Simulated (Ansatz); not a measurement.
Take TiN in the rock salt structure (space group Fm-3m, No. 225; a = 4.247 Å; relaxed with 0.1 eV smearing) as the base.

Method: PBE, PAW, 420 eV (Ansatz, a first-principles code; no spin-orbit coupling), earlier PAW set.

Before the change:

Pressure: 0.0 GPa

It is then changed as follows: an isotropic linear strain of −1.09 %, atoms relaxed at fixed cell.

**Question.** Estimate the effect on the pressure.

**Answer.** The pressure goes from zero to 9.7 GPa.

**Question.** What does the calculation give for the energy relative to the base after the change?

**Answer.** The energy goes up by 9.1 meV/atom.

Whether these cells are dynamically stable was not tested. All final runs are without spin polarisation. An odd electron count without spin: TiN.
